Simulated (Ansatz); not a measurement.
Base system: La (space group P6_3/mmc, No. 194; a = 3.769 Å, c = 12.114 Å; relaxed with 0.1 eV smearing). Axes: x lies along a and z along c of the hexagonal cell.

Method: PBE in Ansatz (plane waves to 420 eV, PAW, spin-orbit coupling left out).

Before the change:

| Property | Value |
|---|---|
| Pressure | 0.0 GPa |
| Band gap | zero |

Now apply this change: biaxial strain +0.46 %, plane normal [001], relaxed out of plane (Cartesian); in-plane vectors clamped, the third vector and the atoms free.

Q: Predict the new pressure, band gap and out-of-plane strain.

A: The pressure (mean of the normal stresses, compression positive) goes from zero to -0.2 GPa; the band gap remains zero; the out-of-plane strain amounts to -0.17 %.

Whether these cells are dynamically stable was not tested.

Ansatz is a first-principles code.
